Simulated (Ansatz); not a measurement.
**TiAl₂ (model structure, started from the RuAl2 type, Fddd, No. 70, 6 atoms in the cell)**

All values below come from LDA (Ansatz, a program for electronic structure, plane waves, PAW).

Settings: plane-wave cutoff 520 eV, 14×14×14 k mesh, Fermi–Dirac smearing 0.05 eV, no spin polarisation, scalar-relativistic PAW data made under PBE.

Cell (relaxed at this level):

```yaml
crystal:
  lattice:
    - [0.00000, 3.99289, 4.60513]
    - [2.57270, 0.00000, 4.60513]
    - [2.57270, 3.99289, 0.00000]
  atoms:
    - { symbol: Al, position: [0.08429, 0.41571, 0.08429] }
    - { symbol: Al, position: [0.41571, 0.08429, 0.41571] }
    - { symbol: Al, position: [0.16571, 0.83429, 0.16571] }
    - { symbol: Al, position: [0.83429, 0.16571, 0.83429] }
    - { symbol: Ti, position: [0.75000, 0.75000, 0.75000] }
    - { symbol: Ti, position: [0.50000, 0.50000, 0.50000] }
```

| Item | Value |
|---|---|
| bulk modulus | 109 GPa |

Note: the run has no spin polarisation, so it can have missed a magnetic state; the bulk modulus is −V dP/dV from two relaxed cells at ±2 % in volume; the relaxation could raise the start's symmetry but not lower it, so the cell can be a saddle point.

Computed values are for the static lattice.

Computing time: roughly 5 core-minutes.

A model structure was made by putting elements into a prototype or built by hand; it is no filed structure, need not be a known phase, and can be a saddle point held by its symmetry.
